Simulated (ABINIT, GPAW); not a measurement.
An ABINIT input for a self-consistent single point of RePt (R-3m, 2 atoms in the cell) (DFT, LDA (PW92), plane waves, PAW (JTH v2.0 LDA PAW)):

```
# RePt, JTH v2.0 LDA PAW
pp_dirpath "./"
pseudos "Re.LDA_PW-JTH.xml, Pt.LDA_PW-JTH.xml"
acell 3*1.0
rprim
         2.6195191791    1.5123801032    8.6412016727
        -2.6195191791    1.5123801032    8.6412016727
        -0.0000000000   -3.0247602064    8.6412016727
natom 2
ntypat 2
znucl 75 78
typat 1 2
xcart
         0.0000000000    0.0000000000    6.8590905000
         0.0000000000    0.0000000000    0.0000000000
      Angstrom
ecut 21
pawecutdg 42
pawxcdev 0
occopt 3
tsmear 0.136 eV
nband 18
kptopt 1
ngkpt 15 15 15
nshiftk 1
shiftk 0 0 0
nstep 50
tolvrs 1.0e-10
prtwf 0
prtden 0
prtvol 1
```

### Question
Translate this input to GPAW.

### Answer
One input that does it (others would too):

```python
from ase import Atoms
from ase.units import GPa
from gpaw import GPAW, PW, FermiDirac

atoms = Atoms(['Re', 'Pt'],
              cell=[[1.386190, 0.800317, 4.572727],
                    [-1.386190, 0.800317, 4.572727],
                    [0.000000, -1.600634, 4.572727]],
              scaled_positions=[[0.500000, 0.500000, 0.500000],
                                [0.000000, 0.000000, 0.000000]],
              pbc=True)

calc = GPAW(mode=PW(600),
            xc='LDA',
            kpts=(15, 15, 15),
            occupations=FermiDirac(0.136),
            nbands=-6,
            convergence={'density': 1e-05},
            symmetry={'symmorphic': False, 'tolerance': 0.0005},
            maxiter=120)

atoms.calc = calc

energy = atoms.get_potential_energy()
print('Energy (eV):', round(energy, 6))
forces = atoms.get_forces()
print('Forces (eV/Ang):')
print(forces.round(5))
stress = atoms.get_stress()
print('Stress (GPa, Voigt):', (stress / GPa).round(4))
```

Basis, cutoffs, solver keys and any potentials are the target program's own. This input uses DFT LDA (Perdew-Wang 92), plane waves, GPAW PAW datasets LDA (gpaw-data 1.0.1). LDA parametrisations can differ slightly between programs. Both were run: pressure -17.73 GPa in ABINIT and -18.82 in GPAW.

On GPAW: the starting cell comes from a database of computed structures (which also holds hypothetical and non-ambient phases and stackings), without a prior relaxation at this level. Spin polarisation is off. With a pressure of about -19 GPa the cell is away from its equilibrium volume at this level.

On ABINIT: the starting cell comes from a database of computed structures (which also holds hypothetical and non-ambient phases and stackings), without a prior relaxation at this level. Spin polarisation is off. With a pressure of about -18 GPa the cell is away from its equilibrium volume at this level.
